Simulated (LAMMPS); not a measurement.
LAMMPS 22 Jul 2025, classical MD, Stillinger-Weber (GaN.sw): GaN, 2744 atoms.

| Property | Result |
|---|---|
| task | MD, nve |
| potential | Stillinger-Weber, GaN.sw |
| copies of the repeat unit | 7×7×7 |
| shape (slab and sphere leave vacuum in the box) | bulk |
| neighbor skin | 2 Å |
| neigh_modify | every 1 delay 0 check yes |
| newton | on (default) |
| atom_modify sort (bins of 2 Å where set) | 1000 (default) |
| comm_style | brick (default) |
| box | 22.3 × 38.7 × 36.3 Å |
| start | generated wurtzite lattice, warmed in an untimed run |

All runs start from one configuration, warmed at this fixed volume for 1000 steps under a thermostat at 600 K. The run at the shortest step has a mean temperature of 595 K and a mean pressure of 2.9 GPa.

Each run covers about 2.0 ps at constant energy (mean temperature 595 K at the shortest step); σ is the standard deviation over the printed steps. Single runs; times are not shown.

Steps tried: 0.5 fs, 1 fs, 2 fs, 2.5 fs, 4 fs, 5 fs, 8 fs, 10 fs, 16 fs, 20 fs, 32 fs.

**Question.** Choose the longest time step that keeps σ(total energy)/σ(kinetic energy) under 2 %.

**Answer.** 2 fs. The run fails or blows up at 10 fs, 16 fs, 20 fs, 32 fs.

| time step | σ(E total)/σ(E kinetic) | last minus first total energy (meV/atom) | mean temperature (K) |
|---|---|---|---|
| 0.5 fs | 0.00088 | under 0.001 | 595 |
| 1 fs | 0.0034 | +0.0011 | 594 |
| 2 fs | 0.016 | +0.0087 | 591 |
| 2.5 fs | 0.025 | +0.021 | 589 |
| 4 fs | 0.072 | +0.22 | 579 |
| 5 fs | 0.14 | +0.55 | 571 |
| 8 fs | 0.59 | +5.4 | 535 |
| 10 fs | stops: Lost atoms | — | — |
| 16 fs | stops: Lost atoms | — | — |
| 20 fs | stops: Lost atoms | — | — |
| 32 fs | stops: Lost atoms | — | — |

The bar is a choice.
